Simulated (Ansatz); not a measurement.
## A constructed model of the (0001) surface of hcp Co, ferromagnetic, (√3x√3)R30° layer of S, one a cell, in the other hollow (bottom of the slab: a bare face, its two planes held)

All values below come from PBE (plane waves to 420 eV, PAW; Ansatz, a quantum-chemistry and plane-wave program).

Model: 19-atom slab, 12.0 Å thick at the start, 10x10x1 mesh, Fermi-Dirac 0.1 eV, dipole correction, 6 atoms held, the rest relaxed; start symmetry kept, larger cells not searched; spin-polarised, ending with about 28.9 μB a cell; orders that need a larger cell were not tried, no spin-orbit, no U. In PBE it is, or lies within 0.01 eV a 1x1 cell of, the lowest of the 2 structures of its composition computed so far; larger cells were not tried.

The work function of the top face comes out as 5.40 eV. The energy released by relaxation is 0.56 eV. The magnetic moment of the cell is 28.90 μB and the cost comes out as roughly 50 core-minutes.
